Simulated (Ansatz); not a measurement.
An Ansatz (an electronic-structure program) input (PBE/PAW in Ansatz, without spin-orbit coupling, earlier PAW set):

Ansatz 0.2 input:
```yaml
crystal:
  lattice:
    - [5.7553011988, 0, 0]
    - [-2.8776505994, 4.9842370446, 0]
    - [0, 0, 4.654598486]
  atoms:
    - { symbol: Ti, position: [0.8302488744, 0.6604977489, 0.25] }
    - { symbol: Ti, position: [0.1697511256, 0.8302488744, 0.75] }
    - { symbol: Ti, position: [0.3395022511, 0.1697511256, 0.25] }
    - { symbol: Ti, position: [0.1697511256, 0.3395022511, 0.75] }
    - { symbol: Ti, position: [0.8302488744, 0.1697511256, 0.25] }
    - { symbol: Ti, position: [0.6604977489, 0.8302488744, 0.75] }
    - { symbol: Al, position: [0.3333333333, 0.6666666667, 0.25] }
    - { symbol: Al, position: [0.6666666667, 0.3333333333, 0.75] }
basis: { ecutwfc: 420, ecutrho_ratio: 4, xc_grid: 2, fft_grid_basis: typed }
kpoints: { mp_grid: { grid: [10, 10, 10] } }
hamiltonian:
  xc: pbe
  dispersion: none
  pseudopotentials: { azcp: { folder: ./paw }, kind: paw }
scf: { occupations: { method: fermi_dirac, width: 0.05 }, convergence: { dr2_threshold: 0.0000000008 } }
output: { forces: true, stress: true }
checkpoint: { write: state.ck, write_every: 1000 }
```

**Question.** Which symmetry and how many k-points will the program report, and about how many plane waves at Γ?

**Answer.** Space group P63/mmc (ITA 194) with 24 operations, k-points 84 of 1000, and 2667 plane waves at Γ.

No phonon test of stability was made. The final runs are not spin-polarised. The cell is Ti3Al (space group P6_3/mmc, No. 194).
